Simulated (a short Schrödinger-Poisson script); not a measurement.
From a short Schrödinger-Poisson script (our own, NumPy): 1D Poisson equation in equilibrium, electrons quantum, Hartree (BenDaniel-Duke, 40 states a valley, the channel's in-plane mass for all, wave functions free to enter the barrier), parabolic valleys, classical holes, full ionisation, no traps, pinning or gate leakage.

System: gated Al0.4Ga0.6As/GaAs δ-doped gas, at 77 K.

From the gate side: 10 nm Al0.4Ga0.6As; 2 nm Al0.4Ga0.6As; 6000 nm GaAs, acceptors 7e15 cm⁻³.

The device is made up for the run: typed textbook-type constants, with dimensions and the other settings drawn at random. Al0.4Ga0.6As: permittivity 11.76, conduction-band edge (eV) 0.316, gap (eV) 1.923, electron mass (mₑ) 0.1002, Nv at 300 K (cm⁻³) 9e18. GaAs: permittivity 12.9, conduction-band edge (eV) 0, gap (eV) 1.424, Nv at 300 K (cm⁻³) 9e18.

Channel valleys (confinement mass, in-plane density-of-states mass, number): Γ 0.067, 0.067, 1. At the gate the conduction-band edge of layer 1 lies 1.07 eV − eVg above the Fermi level of the channel; the field vanishes at the back. Sheet of ionised δ-doping: +3e12 e/cm² at 10 nm from the gate. The barrier under the gate holds no holes. Gaps are held at their typed values at every temperature. Mesh 0.08 nm at interfaces.

Q: Give the capacitance at Vg = 0.5 V (μF/cm²); the sheet density of all electrons at Vg = 0.5 V (cm⁻²); the centroid of the channel electrons at Vg = 0.5 V (nm).

A: capacitance at Vg = 0.5 V (μF/cm²): 0.591; sheet density of all electrons at Vg = 0.5 V (cm⁻²): 3.30e11; centroid of the channel electrons at Vg = 0.5 V (nm): 5.23.
